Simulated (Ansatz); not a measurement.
**alpha cristobalite (0 0 1) on wurtzite ZnO (1 0 0) (film strained to the substrate, faces as cut)**

A periodic stack without vacuum, alpha cristobalite (0 0 1) on wurtzite ZnO (1 0 0) (film strained to the substrate, faces as cut): substrate slab Zn30O30, film Si16O28, surface cells [[0, -1], [3, -1]] and [[0, -1], [2, -1]], film strained by -3.2 and +4.1 %, faces OZn/OZn and Si/Si as cut (like faces can put a slab off its formula).

The start was prepared with a machine-learned potential, and the result is one local minimum, with the in-plane cell held and forces under 0.04 eV/Å; the film can end far from its bulk form.

Computed with PBE (plane waves to 420 eV, PAW; Ansatz, a first-principles code). Spin–orbit coupling is left out; PBE gaps are too small against experiment. Its k-point mesh 5×3×1, Fermi–Dirac width 0.05 eV.

- interface area: 52.1 Å²
- period: 28.43 Å
- gaps between the outermost planes at the two interfaces: 0.36 and 0.36 Å
- O–Si contacts across the interfaces within 1.22 times the sum of covalent radii: 6, mean 1.65 Å
- Si–Zn contacts across the interfaces within 1.22 times the sum of covalent radii: 2, mean 2.41 Å
- spin-polarised check at this geometry: falls back to no moment

```xyz
104
Lattice="5.2934 0.0001 0.0774 5.2938 9.8385 0.0346 -0.4409 0.6906 28.4275" Properties=species:S:1:pos:R:3 pbc="T T T"
Zn     7.8476     5.7294     1.0824
Zn     7.7643     8.5001     0.9973
Zn     2.8973     2.6618     0.6432
Zn     5.7255     5.6631     2.5102
Zn     5.3421     8.9143     2.6238
Zn     5.4498     2.4272     2.6465
O      3.6286     7.3705    -0.0817
O      5.9108     8.6386     0.6406
O      6.2146     2.5166     0.7626
O      3.7449     5.6849     2.6810
O      8.6515     8.9781     2.6377
O      3.4413     2.4006     2.6008
Zn     2.8908     4.0727     3.5528
Zn     8.1645     7.2590     3.6651
Zn     2.7406     0.8068     3.5497
Zn     5.4643     4.0529     5.4698
Zn     5.4693     7.3299     5.4617
Zn     5.4174     0.7660     5.4602
O      6.1737     4.0087     3.6154
O      6.1562     7.3674     3.5819
O      0.7376     0.7300     3.4513
O      3.4585     4.0464     5.4708
O      8.7527     7.3442     5.5455
O      3.4086     0.7705     5.4288
Zn     2.7762     2.4122     6.3924
Zn     8.1000     5.6892     6.4725
Zn     8.0664     8.9915     6.4556
Zn     5.3902     2.4106     8.3099
Zn     5.4242     5.7136     8.2979
Zn     5.3936     8.9898     8.2962
O      6.0619     2.3915     6.4270
O      6.0946     5.6969     6.4195
O      6.0607     8.9927     6.4089
O      3.3838     2.4102     8.2992
O      3.4178     5.7057     8.2927
O      8.6788     9.0105     8.3584
Zn     2.7110     0.7977     9.2695
Zn     2.7616     4.0721     9.2296
Zn     8.0512     7.3501     9.2994
Zn    -0.0237     0.7586    11.1013
Zn     5.3963     4.1451    11.1032
Zn     5.4182     7.3303    11.1414
O      0.7024     0.7932     9.2434
O      6.0460     4.0572     9.2427
O      6.0463     7.3569     9.2400
O      3.2648     0.8364    11.2195
O      3.3881     4.0369    11.1291
O      8.7026     7.3970    11.1744
Zn     7.9515     8.9789    12.1205
Zn     2.5462     2.4891    12.0604
Zn     2.9248     5.7433    12.1922
Zn     5.3434     8.7650    14.0494
Zn     4.9160     2.8988    13.7601
Zn     5.0004     5.6713    13.6751
O      5.9428     9.0036    12.1056
O      5.8549     2.4256    12.1471
O      6.2437     5.7186    12.0358
O      8.6636     8.9026    14.0270
O      3.0532     2.7763    14.0633
O      0.7464     4.0412    14.7112
Si     5.1884     6.3311    18.6188
Si     4.8584     1.2099    19.0900
Si     2.1285     3.3989    15.2932
Si     7.4750     8.5787    15.1513
Si     7.8978     6.0043    16.8835
Si     2.1775     0.9511    17.3060
Si     4.9805     3.8992    20.6339
Si     4.9179     8.5545    20.7638
O      4.7875     5.2151    19.7181
O      9.8821    10.0903    20.4134
O      3.9823     6.4661    17.5355
O      3.4859     1.3315    18.2083
O      2.9053     4.5211    16.1909
O      7.8420     9.4525    16.4984
O      6.6165     5.9865    17.9044
O      0.8366     0.6295    18.1757
O      5.3082     2.6685    19.6322
O      5.2934     7.7450    19.4073
O      7.5850     7.0013    15.6352
O      1.7734     2.1571    16.2945
Si     5.1065     6.1068    26.3107
Si     4.6872     1.3222    25.8424
Si     2.2571     3.5570    22.3440
Si     7.5880     8.2121    22.5541
Si     7.7433     5.7790    24.5752
Si     2.1260     1.0646    24.0582
Si     4.6217     3.5353    28.0300
Si     4.5850     8.7084    27.8081
O      4.7548     5.1116    27.5499
O      4.2609     9.9534    26.8004
O      3.8528     6.1292    25.2567
O      3.3697     1.6408    24.9377
O      2.5889     4.3664    23.7119
O      7.8835     9.4440    23.5644
O      6.5003     5.6379    25.6155
O      0.7261     0.9472    24.8961
O      6.2396     4.1508    21.6462
O      6.2081     8.4966    21.7483
O      5.0287     2.6605    26.6950
O      5.3946     7.5894    26.9344
O      3.5829     3.6076    21.4066
O      8.8710     7.9681    21.5703
O      7.3780     6.8952    23.4642
O      1.9029     2.0238    22.7610
```
